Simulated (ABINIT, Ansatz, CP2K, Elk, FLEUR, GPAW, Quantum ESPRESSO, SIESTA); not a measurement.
## One structure in several programs: LiF (Fm-3m, 2 atoms in the cell)

Self-consistent single point.

```
CELL_PARAMETERS angstrom
      0.00000     2.01500     2.01500
      2.01500     0.00000     2.01500
      2.01500     2.01500     0.00000
ATOMIC_POSITIONS crystal
  Li 0.00000 0.00000 0.00000
  F  0.50000 0.50000 0.50000
```

All programs got the same cell, k-point mesh and kind of occupations (in Ansatz's words: kpoints.mp_grid.grid = 7 7 7; scf.occupations.method = fermi_dirac; scf.occupations.width = 0.02 eV); potentials, basis and cutoffs are each program's usual ones.

```csv
code,model,pressure (GPa),gap on the mesh (eV),k-points,cutoff
Ansatz,"PBE, default PAW files",1.34,9.076,20,default
SIESTA,"GGA PBE, numerical atomic orbitals DZP, PseudoDojo PBE standard norm-conserving potentials (rewritten from UPF to PSML)",0.22,8.994,172,grid 350 Ry
ABINIT,"PBE, PAW (JTH v2.0 PBE PAW)",1.49,9.043,20,24 Ha
GPAW,"PBE, GPAW PAW datasets PBE (gpaw-data 1.0.1)",–,9.061,20,950 eV
Quantum ESPRESSO,"PBE, PseudoDojo standard norm-conserving (PBE) pseudopotentials",1.65,9.101,20,85 Ry
FLEUR,"PBE, all-electron FLAPW (FLEUR), scalar-relativistic valence",–,9.373,20,Kmax 4.5 1/bohr
CP2K,"PBE, GPW, DZVP-MOLOPT-SR-GTH basis, GTH-PBE potentials (GTH_POTENTIALS)",2.76,9.042,172,grid 550 Ry
Elk,"PBE, all-electron FP-LAPW, Elk's shipped species files, APW+lo basis with extra local orbitals",–,9.072,20,rgkmax 8
```

A dash marks a value that a program does not give, or that is left out as unsure.

Gaps are read on the mesh.

The spread over the programs that give each value: pressure within 2.54 GPa; gap on the mesh within 0.379 eV.

The starting cell has typed, rounded lattice constants, without a prior relaxation at this level.

**Question.** Why do the programs differ, and what cannot be compared?

**Answer.** Differences of this kind can come from the potentials, where these differ, and from what each basis and cutoff leave unconverged. The valence holds different numbers of electrons (Ansatz (a quantum-chemistry and plane-wave program) 10, SIESTA 10, ABINIT 10, GPAW 8, Quantum ESPRESSO 10, FLEUR 8, CP2K 10). The zero of total energies and Fermi levels follows the potentials and each program's conventions, so they are not compared here. SIESTA and CP2K use small atom-centred bases, whose incompleteness enters pressures, forces and empty levels differently from a plane-wave cutoff. FLEUR and Elk treat all electrons, but the usual bases taken here (sphere radii, linearisation, local orbitals, empty states) were not tested for convergence, so the values are no reference for the others. Ansatz's pressure is given at a fixed set of plane waves, as the other plane-wave codes print theirs; with its correction for the finite basis it is 2.01 GPa (the shift of 0.67 GPa shows how far the cutoff is from converged). The pressure of GPAW is left out: its cutoff lies under the one at which its stress was checked. The programs reduce the same mesh by symmetry to different extents, which changes the work and not the result. In the pressure, SIESTA (by 1.27) and CP2K (by 1.27) lie more than 1 GPa from the median of the plane-wave programs. In the gap, FLEUR (by 0.305) lies more than 0.12 eV from the median of the plane-wave programs.

Keys are those of Ansatz 0.2.
